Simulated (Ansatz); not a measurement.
Zinc-blende LiF (model structure), treated with LDA (plane waves, PAW; Ansatz, a first-principles code).

Settings: plane-wave cutoff 500 eV, 12×12×12 k mesh, gaussian smearing 0.02 eV, scalar-relativistic PAW data made under PBE.

Cell (relaxed at this level):

Space group F-43m (No. 216); a = 4.205 Å, b = 4.205 Å, c = 4.205 Å, α = 90.00°, β = 90.00°, γ = 90.00°

```csv
atom,site,symmetry,x,y,z
Li,4a,-43m,0.0000,0.0000,0.0000
F,4d,-43m,0.7500,0.7500,0.7500
```
(The calculation used a cell of 2 atoms; values per cell refer to that cell.)

### Question
Estimate the band gap that the calculation returns.

### Answer

- band gap = 7.95 eV (on the SCF k mesh)

Note: the relaxation could raise the start's symmetry but not lower it, so the cell can be a saddle point.

Computed values are for the static lattice.

Computing time: around 11 core-seconds (rough).

A model structure was made by putting elements into a prototype or built by hand; it is no filed structure, need not be a known phase, and can be a saddle point held by its symmetry.
